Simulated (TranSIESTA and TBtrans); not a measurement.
# Ag chain with one bond stretched by 3.0 Å

Device: Ag chain with one bond stretched by 3.0 Å. Leads: straight Ag chain, spacing 2.65 Å. Geometry: as built, not relaxed.

Method: TranSIESTA and TBtrans, PBE, DZP numerical orbitals (energy shift 0.15 eV), PseudoDojo norm-conserving scalar-relativistic potentials, mesh cutoff 200 Ry, 300 K, no spin polarisation, no spin-orbit coupling; self-consistent non-equilibrium Green functions.

| Quantity | Value |
|---|---|
| Conductance at 300 K (G0 = 2e²/h) | 0.025 |
| Mean T from −0.5 to 0.5 eV | 0.024 |

Energies count from the leads' Fermi level. Transmissions are for one spin of a degenerate pair. The energy step is 0.01 eV; narrower resonances are cut or missed.

| E (eV) | T | lead channels |
|---|---|---|
| -2.00 | 8.3e-6 | band edge |
| -1.80 | 6.0e-6 | 3 |
| -1.60 | 3.3e-6 | 3 |
| -1.40 | 0 | 0 |
| -1.20 | 0 | 0 |
| -1.00 | 0.0051 | 1 |
| -0.80 | 0.0097 | 1 |
| -0.60 | 0.016 | 1 |
| -0.40 | 0.021 | 1 |
| -0.20 | 0.024 | 1 |
| 0.00 | 0.025 | 1 |
| 0.20 | 0.025 | 1 |
| 0.40 | 0.024 | 1 |
| 0.60 | 0.024 | 1 |
| 0.80 | 0.024 | 1 |
| 1.00 | 0.025 | 1 |
| 1.20 | 0.027 | 1 |
| 1.40 | 0.030 | 1 |
| 1.60 | 0.033 | 1 |
| 1.80 | 0.038 | 1 |
| 2.00 | 0.043 | 1 |

The straight chain is held at its spacing; free chains may zigzag or dimerise. No spin-polarised start was tried, so a magnetic state, if there is one, is missed.
